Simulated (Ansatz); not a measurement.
The starting structures come from a database of crystals and need not be the phases stable at ambient conditions.

 Where the default PAW files enter, the runs use the earlier of Ansatz's two default sets.

The decay constant κ of evanescent states in the gap governs leakage through a thin film.

Data:

```
TaNO
1.0
    5.19528     0.00000     0.00000
   -0.82680     7.03719     0.00000
    0.82680    -3.42583     3.51737
Ta N O
4 4 4
Direct
  0.28413   0.45519   0.74818
  0.71587   0.54481   0.25182
  0.21587   0.95519   0.66220
  0.78413   0.04481   0.33780
  0.02065   0.74397   0.18800
  0.97935   0.25603   0.81200
  0.47935   0.24397   0.79994
  0.52065   0.75603   0.20006
  0.65288   0.32575   0.38824
  0.34712   0.67425   0.61176
  0.84712   0.82575   0.76326
  0.15288   0.17425   0.23674
```

Space group of this cell: P2_1/c. The cell is taken as given; by r2SCAN its mean pressure is -1.8 GPa.

Transport runs along the normal of the first two printed cell vectors.

The gap is the functional's own, uncorrected, and κ follows it; spin-orbit coupling is left out. Mid-gap values are interpolated between the computed energies.

Compute, with r2SCAN (Ansatz, a program for electronic structure), the band gap and the smallest decay constant κ at mid-gap.

Gap 2.34 eV on a 6×8×8 mesh; κ = 0.312 1/Å, at (-0.333, 0.250) of the in-plane reciprocal vectors. At the zone centre, at the nearest computed energy, the slowest state has κ = 0.35 1/Å.
